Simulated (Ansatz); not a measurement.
We consider AlB2-type ZrB2, described by r²SCAN-D4 (PAW; Ansatz, a program for electronic structure).

Numerical settings: plane-wave cutoff 560 eV, 24×24×16 k mesh (along the axes of the cell as run), Fermi–Dirac smearing 0.05 eV, scalar-relativistic PAW data made under PBE.

Shape and atoms are relaxed at each volume.

Pressure at four volumes; x = ln(V/10.196 Å³). One pressure is withheld.

| V (Å³/atom) | x | P (GPa) |
|---|---|---|
| 9.788 | -0.0408 | 10.88 |
| 10.196 | 0.0000 | 0.00 |
| 10.400 | 0.0198 | -4.68 |
| 10.604 | 0.0392 | ? |

Question: Pass a parabola P(x) through the three rows shown, estimate the bulk modulus and its pressure derivative near zero pressure, and predict the withheld pressure.

Answer: Slopes between the rows: (0.00 − (10.88))/(0.0000 − (-0.0408)) = -266.67 and (-4.68 − (0.00))/(0.0198 − (0.0000)) = -236.36 GPa. Their difference over the span 0.0606 is c = 30.31/0.0606 = 500.2 GPa, so P(x) = 10.88 + (-266.67)(x − (-0.0408)) + 500.2 (x − (-0.0408))(x − (0.0000)). At the middle row B = −dP/dx = −[-266.67 + 500.2 × 0.0408] = 246.3 GPa, and B′ = dB/dP = 2c/B = 4.1. At x = 0.0392 the parabola gives -8.88 GPa; the run gives -8.93 GPa. The Birch–Murnaghan fit to the energies at all volumes has B0 = 246 GPa and B′ = 3.9.

Note: the bulk modulus comes from volumes at which shape and atoms were relaxed.
